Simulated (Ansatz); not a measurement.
**The (21-30) surface of hcp Os in its 1x1 cell, outermost plane spacing 0.30 Å in the ideal cut**

Method: r2SCAN, at the PBE geometry (plane waves to 500 eV, PAW; Ansatz, a program for electronic structure).

Set-up: 24 atoms, 10.2 Å thick at the start (thin: gaps and levels are the slab's own); mesh 9x5x1; 0.1 eV smearing; dipole correction on; single point; on the structure that PBE left under its start's symmetry; no spin, no spin-orbit, no U.

```yaml
surface energy (mean of both faces): 4.28 J/m²
work_function_of_the_top_face: 4.89 eV
cost: about 10 core-minutes (a rough figure)
```
